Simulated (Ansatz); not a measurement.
Consider Ni2Si (space group Pnma, No. 62; non-magnetic).

```cif
data_Ni8Si4
_chemical_formula_sum 'Ni8 Si4'
_space_group_name_H-M_alt 'Pnma'
_space_group_IT_number 62
_space_group_name_Hall '-P 2ac 2n'
_cell_length_a 4.91562
_cell_length_b 3.69821
_cell_length_c 7.00799
_cell_angle_alpha 90.000
_cell_angle_beta 90.000
_cell_angle_gamma 90.000
loop_
_space_group_symop_operation_xyz
  'x, y, z'
  '-x, -y, -z'
  '-x+1/2, -y, z+1/2'
  'x+1/2, y, -z+1/2'
  'x+1/2, -y+1/2, -z+1/2'
  '-x+1/2, y+1/2, z+1/2'
  '-x, y+1/2, -z'
  'x, -y+1/2, z'
loop_
_atom_site_label
_atom_site_type_symbol
_atom_site_symmetry_multiplicity
_atom_site_Wyckoff_symbol
_atom_site_fract_x
_atom_site_fract_y
_atom_site_fract_z
_atom_site_occupancy
Ni1 Ni 4 c 0.04224 0.25000 0.70750 1
Ni2 Ni 4 c 0.17148 0.25000 0.06027 1
Si1 Si 4 c 0.20828 0.25000 0.38659 1
```

All numbers come from PBEsol/PAW in Ansatz (a program for electronic structure), scalar-relativistic without spin-orbit coupling.

Base values:

The volume per atom is 10.62 Å³.

Modification: cell and atoms relaxed at a pressure of 18 GPa.

Task: What happens to the volume per atom?

Result: The volume per atom decreases by 0.72 Å³ (10.62 Å³ → 9.90 Å³).

Load acts through the strain it causes; cell and atoms are relaxed under it. Whether these cells are dynamically stable was not tested. Competing high-pressure phases were not computed. Starting moments died away, wholly or in part, for the base; another magnetic solution may exist. The final runs are not spin-polarised.
